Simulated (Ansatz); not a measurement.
**InSb in the rock salt structure (space group Fm-3m, No. 225; a model cell, its experimental status unchecked)**

Space group Fm-3m (No. 225); a = b = c = 6.0346 Å, α = β = γ = 90.00°

```json
[
 {"atom": "Sb", "site": "4a", "symmetry": "m-3m", "x": "0.0000", "y": "0.0000", "z": "0.0000"},
 {"atom": "In", "site": "4b", "symmetry": "m-3m", "x": "0.5000", "y": "0.5000", "z": "0.5000"}
]
```
(The calculation used a cell of 2 atoms; values per cell refer to that cell.)

Level of theory: Ansatz (a program for electronic structure) PBEsol, without spin-orbit coupling. Γ-centred 13×13×13 mesh, Fermi–Dirac width 0.05 eV.

The volume per atom is 27.47 Å³ and the density comes out as 7.15 g/cm³. The band gap is zero. The total energy is -5966.741 eV/atom (σ→0; compares only within this code and set-up).

Whether these cells are dynamically stable was not tested. The final runs are not spin-polarised. This is not the structure that InSb has at room temperature and ambient pressure.
